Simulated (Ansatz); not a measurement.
Ansatz (an electronic-structure program) runs on several systems. Level: DFT, PBE, plane waves, its default PAW files. Common settings: task = phonons, hamiltonian.xc = pbe, kind of files = paw, phonons.method = dfpt, memory maximum (--max-ram) = 200GiB, accuracy = medium (default), basis.precision = auto (default), basis.xc_grid = 2 (default), scf.eigensolver.kind = auto (default), scf.mixing.algorithm = auto (default), scf.mixing.preconditioner = auto (default), scf.convergence.dr2_threshold = 1e-11 (default), scf.lower_state_search = light (default).

Machine: one whole node, Arm Neoverse V2, 96 cores on 1 socket, no SMT, 1 L3 cache group; 94 cores' worth of CPU time may be used.

Each time is the median wall time of two to five repeats, run one at a time on the otherwise empty machine; start-up is included. Processes are pinned to neighbouring cores unless said otherwise. Build: release build for Arm (Neoverse V2), one process with threads. Other compilers and libraries give other times. Scratch files lie in a memory file system.

```
job                        system  kpoints.mp_grid.grid  scf.occupations.method  scf.occupations.width  phonons.qmesh  k-points after symmetry  bands at the start  electrons  on 4 cores  wall time  to run on 32 cores as
---  ----------------------------  --------------------  ----------------------  ---------------------  -------------  -----------------------  ------------------  ---------  ----------  ---------  ---------------------
A       zinc-blende GaAs, 2 atoms                 8×8×8                gaussian                0.05 eV          2×2×2                       29                  18         28   4 threads       14 s             32 threads
B    rutile TiO2 (Ti2O4), 6 atoms                 4×4×4                   fixed                not set          1×1×1                       30                  30         48   4 threads      6.4 s             32 threads
C                 3C-SiC, 2 atoms                 8×8×8                   fixed                not set          4×4×4                       29                   8          8   4 threads       13 s             32 threads
D                   bcc W, 1 atom              12×12×12             fermi_dirac                 0.1 eV          2×2×2                       72                  11         14   4 threads      3.9 s             32 threads
E                diamond, 2 atoms                 8×8×8                   fixed                not set          4×4×4                       29                   8          8   4 threads      4.2 s             32 threads
```

Question: All are to run on 32 cores. Order them by how well they scale to that count. (Efficiency counted from 4 cores.)

Answer: Best first: A (51 %, 3.5 s), C (42 %, 3.8 s), B (38 %, 2.1 s), D (33 %, 1.5 s), E (31 %, 1.7 s). Within 8 % of each other: D and E.

Keys are those of Ansatz 0.2.
